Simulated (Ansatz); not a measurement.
What biaxial strain −1.20 %, plane normal [001], relaxed out of plane does to Ta

Start from Ta in the bcc (W type) structure (space group Im-3m, No. 229; a = 3.2823 Å; relaxed with 0.1 eV smearing). Axes: x, y, z lie along the cube axes.

The change: compressive biaxial strain of 1.20 % in the plane normal to [001], as in epitaxy on a mismatched substrate; the out-of-plane cell vector and the atoms relax.

Calculations: PBEsol (Ansatz, a first-principles code, PAW, scalar-relativistic without spin-orbit coupling), earlier PAW set. k-mesh 28×28×28 (Γ-centred); smearing 0.1 eV (Fermi–Dirac).

```tsv
quantity	base	changed	shift
volume per atom	17.68 Å³	17.51 Å³	-0.17 Å³
energy relative to the base (free energy F)	0 meV/atom	+4.1 meV/atom	+4.1 meV/atom
pressure (mean of the normal stresses, compression positive)	0.0 GPa	2.1 GPa	+2.1 GPa
band gap	zero	zero	–
out-of-plane strain	–	+1.45 %	–
ratio −ε⊥/ε∥	–	1.21	–
mean in-plane stress (compression positive)	–	+3.2 GPa	–
```

Stability against distortions was not tested. All final runs are without spin polarisation.
